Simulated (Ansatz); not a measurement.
The structure below was relaxed with LDA (Ansatz, a quantum-chemistry and plane-wave program; PAW; 420 eV plane waves; no spin-orbit coupling), at pressure 30 GPa.

Space group Fm-3m (No. 225); a = 3.7033 Å, b = 3.7033 Å, c = 3.7033 Å, α = 90.00°, β = 90.00°, γ = 90.00°

| atom | site | symmetry | x | y | z |
|---|---|---|---|---|---|
| Al | 4a | m-3m | 0.0000 | 0.0000 | 0.0000 |

Q: Write out a cell with all atoms.

A: 
```xyz
4
Lattice="3.7033 0.0000 0.0000 0.0000 3.7033 0.0000 0.0000 0.0000 3.7033" Properties=species:S:1:pos:R:3 pbc="T T T"
Al     0.0000     0.0000     0.0000
Al     0.0000     1.8516     1.8516
Al     1.8516     0.0000     1.8516
Al     1.8516     1.8516     0.0000
```
This is the conventional cell.

Load acts through the strain it causes; cell and atoms are relaxed under it. No phonon test of stability was made. No other phases were tried under pressure. The cell was made from Al in the fcc (Cu type) structure (space group Fm-3m, No. 225) by this change: pressure 30 GPa.
